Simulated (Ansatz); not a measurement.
System: fluorite PbF2 (high-temperature phase). Method: LC-ωPBE in Ansatz (plane waves, PAW).

Numerical settings: plane-wave cutoff 460 eV, 8×8×8 k mesh, Fermi–Dirac smearing 0.01 eV, scalar-relativistic PAW data made under PBE.

Energies at three volumes about the minimum:

| V (Å³/atom) | E − E_lowest (meV/atom) |
|---|---|
| 17.191 | 1.20 |
| 17.478 | 0.00 |
| 17.915 | 2.23 |

**Question.** Fit a parabola by hand: where is the minimum, what lattice constant follows, and what is the bulk modulus?

**Answer.** Slopes: (0.00 − 1.20)/(17.478 − 17.191) = -4.181 and (2.23 − 0.00)/(17.915 − 17.478) = 5.103 meV/Å³. Curvature E″ = 2 × (5.103 − (-4.181))/(17.915 − 17.191) = 25.646 meV/Å⁶. From the middle of the first interval, the slope vanishes at V0 = 17.3345 − (-4.181)/25.646 = 17.498 Å³/atom. B = V0 E″ = 17.498 × 25.646 meV/Å³ × 0.1602 GPa per meV/Å³ = 71.9 GPa. With 12 atoms in the cube, a = (12 × 17.498)^(1/3) = 5.944 Å. The full Birch–Murnaghan fit to all volumes gives V0 = 17.491 Å³/atom and B0 = 72.8 GPa.

Measured, for comparison: bulk modulus 64 GPa, lattice constant a 5.94 Å (temperature not stated, not corrected to a static lattice; as tabulated in Cadelano and Cappellini (2011), arXiv:1107.5962). Computed (rounded) less measured: bulk modulus +14 %.

Ansatz is an electronic-structure program.
